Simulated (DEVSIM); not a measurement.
Device: Ti/SiO2/p-Ge capacitor, at 250 K.

| layer (left to right) | material | thickness (nm) | Na (cm⁻³) |
|---|---|---|---|
| 1 | SiO2 | 3.70 | - |
| 2 | Ge | 820 | 5.2e17 |

Metal gate on the left, work function 4.33 eV. Fixed charge at the semiconductor interface 0 cm⁻² (in units of +e); no interface traps.

Constants are typed, rounded textbook-type inputs, not results; the design itself was drawn at random and stands for no fabricated device. Values at 300 K; Nc and Nv go as T^1.5, mobilities as T to minus their exponent, the gap by Varshni's rule with the affinity fixed.

```
parameter         SiO2        Ge
----------------  ----  --------
gap (eV)             9     0.664
affinity (eV)      0.9         4
permittivity       3.9        16
Nc (cm⁻³)            -   1.04e19
Nv (cm⁻³)            -      6e18
Varshni α (eV/K)     -  0.000477
Varshni β (K)        -       235
```

DEVSIM, 1D Poisson equation in equilibrium, Boltzmann statistics, complete ionisation; no quantum confinement or tunnelling. Metal contacts follow the ideal Schottky-Mott rule: no Fermi-level pinning, no interface dipoles.

### Question
Tabulate band edges, carrier densities and field at 0.3 V on the gate.

### Answer
Energies count from the Fermi level of the right contact; mesh points crowd at the junctions.

```json
[
 {"x (μm)": "0.000", "Ec (eV)": "3.130", "Ev (eV)": "-5.870", "n (cm⁻³)": "< 1e2", "p (cm⁻³)": "< 1e2", "field (V/cm)": "770000"},
 {"x (μm)": "0.0007992", "Ec (eV)": "3.192", "Ev (eV)": "-5.808", "n (cm⁻³)": "< 1e2", "p (cm⁻³)": "< 1e2", "field (V/cm)": "770000"},
 {"x (μm)": "0.001850", "Ec (eV)": "3.273", "Ev (eV)": "-5.727", "n (cm⁻³)": "< 1e2", "p (cm⁻³)": "< 1e2", "field (V/cm)": "770000"},
 {"x (μm)": "0.002854", "Ec (eV)": "3.350", "Ev (eV)": "-5.650", "n (cm⁻³)": "< 1e2", "p (cm⁻³)": "< 1e2", "field (V/cm)": "770000"},
 {"x (μm)": "0.003962", "Ec (eV)": "0.319", "Ev (eV)": "-0.364", "n (cm⁻³)": "2.9e12", "p (cm⁻³)": "2.1e11", "field (V/cm)": "190000"},
 {"x (μm)": "0.005155", "Ec (eV)": "0.341", "Ev (eV)": "-0.342", "n (cm⁻³)": "1.1e12", "p (cm⁻³)": "5.9e11", "field (V/cm)": "180000"},
 {"x (μm)": "0.007349", "Ec (eV)": "0.379", "Ev (eV)": "-0.304", "n (cm⁻³)": "1.8e11", "p (cm⁻³)": "3.4e12", "field (V/cm)": "170000"},
 {"x (μm)": "0.01374", "Ec (eV)": "0.473", "Ev (eV)": "-0.209", "n (cm⁻³)": "2.3e9", "p (cm⁻³)": "2.7e14", "field (V/cm)": "130000"},
 {"x (μm)": "0.02312", "Ec (eV)": "0.568", "Ev (eV)": "-0.114", "n (cm⁻³)": "2.7e7", "p (cm⁻³)": "2.3e16", "field (V/cm)": "74000"},
 {"x (μm)": "0.04037", "Ec (eV)": "0.630", "Ev (eV)": "-0.053", "n (cm⁻³)": "1600000", "p (cm⁻³)": "3.9e17", "field (V/cm)": "9900"},
 {"x (μm)": "0.07445", "Ec (eV)": "0.636", "Ev (eV)": "-0.047", "n (cm⁻³)": "1200000", "p (cm⁻³)": "5.2e17", "field (V/cm)": "40"},
 {"x (μm)": "0.1644", "Ec (eV)": "0.636", "Ev (eV)": "-0.047", "n (cm⁻³)": "1200000", "p (cm⁻³)": "5.2e17", "field (V/cm)": "≈ 0"},
 {"x (μm)": "0.3102", "Ec (eV)": "0.636", "Ev (eV)": "-0.047", "n (cm⁻³)": "1200000", "p (cm⁻³)": "5.2e17", "field (V/cm)": "≈ 0"},
 {"x (μm)": "0.5215", "Ec (eV)": "0.636", "Ev (eV)": "-0.047", "n (cm⁻³)": "1200000", "p (cm⁻³)": "5.2e17", "field (V/cm)": "≈ 0"},
 {"x (μm)": "0.6901", "Ec (eV)": "0.636", "Ev (eV)": "-0.047", "n (cm⁻³)": "1200000", "p (cm⁻³)": "5.2e17", "field (V/cm)": "≈ 0"},
 {"x (μm)": "0.7540", "Ec (eV)": "0.636", "Ev (eV)": "-0.047", "n (cm⁻³)": "1200000", "p (cm⁻³)": "5.2e17", "field (V/cm)": "≈ 0"},
 {"x (μm)": "0.7863", "Ec (eV)": "0.636", "Ev (eV)": "-0.047", "n (cm⁻³)": "1200000", "p (cm⁻³)": "5.2e17", "field (V/cm)": "≈ 0"},
 {"x (μm)": "0.8039", "Ec (eV)": "0.636", "Ev (eV)": "-0.047", "n (cm⁻³)": "1200000", "p (cm⁻³)": "5.2e17", "field (V/cm)": "≈ 0"},
 {"x (μm)": "0.8158", "Ec (eV)": "0.636", "Ev (eV)": "-0.047", "n (cm⁻³)": "1200000", "p (cm⁻³)": "5.2e17", "field (V/cm)": "≈ 0"},
 {"x (μm)": "0.8200", "Ec (eV)": "0.636", "Ev (eV)": "-0.047", "n (cm⁻³)": "1200000", "p (cm⁻³)": "5.2e17", "field (V/cm)": "≈ 0"},
 {"x (μm)": "0.8223", "Ec (eV)": "0.636", "Ev (eV)": "-0.047", "n (cm⁻³)": "1200000", "p (cm⁻³)": "5.2e17", "field (V/cm)": "≈ 0"},
 {"x (μm)": "0.8237", "Ec (eV)": "0.636", "Ev (eV)": "-0.047", "n (cm⁻³)": "1200000", "p (cm⁻³)": "5.2e17", "field (V/cm)": "≈ 0"}
]
```
